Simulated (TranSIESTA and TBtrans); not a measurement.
Device: 2-methoxy-1,4-phenylene held by thiolate S between two Au chains. Leads: straight Au chain, spacing 2.55 Å. Geometry: 18 atoms about the centre moved by SIESTA (PBE, SZP) to a largest force of 0.08 eV/Å, all others as built. Transport runs along z; the first 6 and the last 6 of the 34 atoms are the lead cells, repeated to infinity.

```xyz
34
Lattice="16.692 0.000 0.000 0.000 16.692 0.000 0.000 0.000 51.359" Properties=species:S:1:pos:R:3 pbc="F F T"
Au     8.346     8.346     0.000
Au     8.346     8.346     2.550
Au     8.346     8.346     5.100
Au     8.346     8.346     7.650
Au     8.346     8.346    10.200
Au     8.346     8.346    12.750
Au     8.346     8.346    15.300
Au     8.346     8.346    17.850
Au     8.567     8.298    20.366
S      6.777     8.906    21.623
C      7.654     8.552    23.172
C      7.491     7.275    23.854
C      8.186     7.004    25.081
O      8.107     5.784    25.767
C      7.218     4.867    25.067
C      9.050     8.016    25.714
S      9.928     7.670    27.257
C      9.187     9.282    25.017
C      8.509     9.553    23.789
H      6.799     6.491    23.373
H      7.226     3.867    25.661
H      7.589     4.689    23.981
H      6.135     5.288    25.016
H      9.876    10.077    25.506
H      8.618    10.577    23.256
Au     8.131     8.379    28.445
Au     8.346     8.346    30.959
Au     8.346     8.346    33.509
Au     8.346     8.346    36.059
Au     8.346     8.346    38.609
Au     8.346     8.346    41.159
Au     8.346     8.346    43.709
Au     8.346     8.346    46.259
Au     8.346     8.346    48.809
```

Run with TranSIESTA and TBtrans (open boundaries, self-consistent; PseudoDojo norm-conserving potentials, scalar-relativistic): PAO.BasisSize DZP, PAO.EnergyShift 0.15 eV, XC.Authors PBE, Mesh.Cutoff 150 Ry, ElectronicTemperature 300 K, TS.Voltage 0.0 eV, TBT.Elecs.Eta 0.001 eV, no spin polarisation.

Energies count from the leads' Fermi level. Transmissions are for one spin of a degenerate pair. The energy step is 0.02 eV; narrower resonances are cut or missed.

| E (eV) | T |
|---|---|
| -0.20 | 0.762 |
| -0.16 | 0.768 |
| -0.12 | 0.839 |
| -0.08 | 0.741 |
| -0.04 | 0.677 |
| 0.00 | 0.650 |
| 0.04 | 0.671 |
| 0.08 | 0.671 |
| 0.12 | 0.668 |
| 0.16 | 0.664 |
| 0.20 | 0.661 |

Task: Give the zero-bias conductance in μS and the resistance at 300 K.

Result: At the Fermi level T = 0.650. Averaged with −∂f/∂E over the full grid (kT = 25.9 meV) it is 0.672. With G0 = 2e²/h = 77.48 μS, G = 52.1 μS and R = 1/G = 19.2 kΩ.

Task: The eigenchannels at the Fermi level transmit 0.650. What Fano factor of the shot noise follows at low temperature and bias?

Result: F = Σ τ(1 − τ)/Σ τ = 0.227/0.650 = 0.35.

The leads' channel count changes near -0.01 eV, within the thermal window, so values at the Fermi level hang on where that band edge falls. The leads are straight chains one atom wide, held at their spacing: model electrodes, not surfaces. Semilocal functionals put molecular levels too close to the Fermi level and tend to overestimate such conductances.
